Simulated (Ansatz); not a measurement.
Start from CdS in the wurtzite structure (space group P6_3mc, No. 186; a = 4.1636 Å, c = 6.7672 Å). Axes: x lies along a and z along c of the hexagonal cell.

Level of theory: r2SCAN (Ansatz, an electronic-structure program; PAW; 500 eV plane waves; without spin-orbit coupling).

Before the change:

| Item | Result |
|---|---|
| Valence-band top at Γ | 0.00, 0.00, -0.04 eV |
| Shortest interatomic distance | 2.544 Å |
| Pressure | 0.00 GPa |
| Electron mass | 0.15 mₑ along c, 0.16 mₑ across (at Γ) |

One thing is altered: the cell is stretched by 0.76 % along z with no lateral relaxation, atoms relaxed at fixed cell.

### Question
Estimate the effect on the valence-band top at Γ, shortest interatomic distance, pressure, energy relative to the base and electron mass.

### Answer
The valence-band top at Γ (three highest levels, from the VBM) changes from 0.00, 0.00, -0.04 eV to 0.00, 0.00, -0.06 eV; the shortest interatomic distance rises by 0.006 Å to 2.550 Å; the pressure (mean of the normal stresses, compression positive) goes from zero to -0.45 GPa; the energy rises by 0.4 meV/atom; the electron mass goes from 0.15 mₑ along c, 0.16 mₑ across (at Γ) to 0.15 mₑ along z, 0.16 mₑ across (at Γ).

The levels and masses belong to the bands next to the band gap. The cells carry an imposed strain or load. Masses are band curvatures over ±0.01 Å⁻¹ around the edge. Stability against distortions was not tested.
